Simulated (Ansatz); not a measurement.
Take KTaO3 in the cubic perovskite structure (space group Pm-3m, No. 221; a = 4.023 Å) as the base.

The change: a hydrostatic pressure of 1.8 GPa.

Levels (all Ansatz, a program for electronic structure, PAW, earlier PAW set): PBE (420 eV, no spin-orbit coupling); r2SCAN (500 eV, without spin-orbit coupling).

The geometry is relaxed with PBE.

| Quantity | Value |
|---|---|
| PBE lowest conduction level above the VBM at special points | Γ 2.19 eV; X 2.34 eV; M 4.98 eV; R 6.36 eV |
| PBE pressure | 1.80 GPa |
| PBE smallest direct gap | 2.82 eV |

Q: What does r2SCAN give at this geometry for the lowest conduction level above the VBM at special points, pressure and smallest direct gap?

A: The lowest conduction level above the VBM at special points changes from Γ 2.19 eV; X 2.34 eV; M 4.98 eV; R 6.36 eV to Γ 2.60 eV; X 2.74 eV; M 5.38 eV; R 6.79 eV; the pressure shrinks by 5.05 GPa to -3.25 GPa; the smallest direct gap grows by 0.434 eV (2.82 eV → 3.26 eV).

Single points use the geometry relaxed with PBE. Their cutoffs differ, which shifts pressures a little. Spin-orbit coupling, missing from the scalar runs, can matter with Ta. Load acts through the strain it causes; cell and atoms are relaxed under it. No phonon test of stability was made.
